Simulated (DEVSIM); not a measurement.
Structure: abrupt Si n-p junction, at 400 K.

Layer 1 from the left is Si, thickness (μm) 8.60, Nd (cm⁻³) 1.7e17, τn (s) 0.00043, τp (s) 0.00043. Layer 2 from the left is Si, thickness (μm) 5.70, Na (cm⁻³) 4e15, τn (s) 0.00043, τp (s) 0.00043.

Left contact: ohmic. Right contact: ohmic. Voltage is applied to the left contact. Recombination: SRH at mid-gap, radiative, Auger. Mobility is constant in doping.

This is a model device: material constants are rounded textbook-type values typed into the input, and sizes, dopings and lifetimes were drawn at random. Values at 300 K; Nc and Nv go as T^1.5, mobilities as T to minus their exponent, the gap by Varshni's rule with the affinity fixed.

Si: gap (eV) 1.124, affinity (eV) 4.05, permittivity 11.7, Nc (cm⁻³) 2.86e19, Nv (cm⁻³) 3.1e19, μn (cm²/Vs) 1417, μp (cm²/Vs) 470, T exponent of μn 2.3, T exponent of μp 2.2, B (cm³/s) 4.7e-15, Cn (cm⁶/s) 2.8e-31, Cp (cm⁶/s) 9.9e-32, Varshni α (eV/K) 0.000473, Varshni β (K) 636.

Simulated with DEVSIM: 1D drift-diffusion, Boltzmann statistics, complete ionisation; no tunnelling, impact ionisation, image-force lowering or self-heating.

### Question
What does the simulation give for the potential step across the device at zero bias, the largest field in the device at zero bias, the dark forward voltage at 100 A/cm²?

### Answer
potential step across the device at zero bias 0.581 V; largest field in the device at zero bias 33000 V/cm; dark forward voltage at 100 A/cm² 0.529 V.
